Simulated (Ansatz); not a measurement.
Do energy and pressure agree? Two volumes of BaTiO3 (P4mm, 5 atoms in the cell)

```yaml
crystal:
  lattice:
    - [4.01200, 0.00000, 0.00000]
    - [0.00000, 4.01200, 0.00000]
    - [0.00000, 0.00000, 4.01200]
  atoms:
    - { symbol: Ba, position: [0.00000, 0.00000, 0.01246] }
    - { symbol: Ti, position: [0.50000, 0.50000, 0.50000] }
    - { symbol: O, position: [0.50000, 0.00000, 0.50000] }
    - { symbol: O, position: [0.00000, 0.50000, 0.50000] }
    - { symbol: O, position: [0.50000, 0.50000, 0.00000] }
```

Method of the run: PBE (plane waves, PAW; Ansatz, a quantum-chemistry and plane-wave program).

Settings: basis.ecutwfc = 74.2 Ry; kpoints.mp_grid.grid = 6 6 6; hamiltonian.xc = pbe; hamiltonian.pseudopotentials = {kind: paw} (the program's default PAW files); scf.occupations.method = fermi_dirac; scf.occupations.width = 0.0007 Ry. This cutoff ends a ladder whose last two steps agree within 1 meV/atom.

The second cell is the first with its lattice scaled by 0.98, at the same fractional positions.

The starting cell has typed, rounded lattice constants, without a prior relaxation at this level. Its lattice was rescaled by up to half a per cent. One atom was moved a little off its site on purpose. Ansatz's pressure includes its estimate of the finite-basis (Pulay) stress.

| cell | volume (Å³/atom) | pressure (GPa) | F less the first cell's (meV/atom) |
|---|---|---|---|
| first | 12.9155 | 0.97 | 0.00 |
| second | 12.1560 | 12.56 | ? |

Q: Estimate the energy of the second cell from the pressures, and the bulk modulus between the two volumes.

A: With P = −dF/dV, the trapezoid gives ΔF ≈ −(P₁ + P₂)/2 · ΔV = −(6.765 GPa) · (-0.7595 Å³) = 32.07 meV/atom (1 eV/Å³ = 160.22 GPa). The modulus at fixed fractional positions is B = −ΔP/Δln V = 191 GPa, a mean over the interval; zero pressure lies outside it, so this is not the modulus at equilibrium. P(V) is curved, so the trapezoid lies high by about |ΔV|³·B·(1 + B′)/(12·V̄²) = 1.39 meV/atom for an assumed B′ = 4, which leaves 30.68 meV/atom. The runs gave 30.60 meV/atom, a miss of 0.08 meV/atom. Cases were kept where this miss is small, so the page shows the method and is no test of it.

Left out of this page: 15 runs of the series outside the window shown, repeating another row's setting, or not comparable.

Keys are those of Ansatz 0.2.
